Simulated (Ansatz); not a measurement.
Consider Lu in the hcp (Mg type) structure (space group P6_3/mmc, No. 194; relaxed with 0.1 eV smearing).

```yaml
crystal:
  lattice:
    - [3.50616, 0.00000, 0.00000]
    - [-1.75308, 3.03643, 0.00000]
    - [0.00000, 0.00000, 5.48202]
  atoms:
    - { symbol: Lu, position: [0.33333, 0.66667, 0.75000] }
    - { symbol: Lu, position: [0.66667, 0.33333, 0.25000] }
```

Cartesian axes are those of the cell as printed.

The values are results of plane-wave PAW DFT at the PBE level (Ansatz, a first-principles code, 420 eV), without spin-orbit coupling, not measurements.

One thing is altered: biaxial strain −3.15 %, plane normal [001], relaxed out of plane (Cartesian); in-plane vectors clamped, the third vector and the atoms free.

Task: What happens to the ratio −ε⊥/ε∥?

Result: The ratio −ε⊥/ε∥ is 0.53.

Task: What happens to the in-plane stress?

Result: The mean in-plane stress (compression positive) amounts to +3.7 GPa.

No phonon test of stability was made.
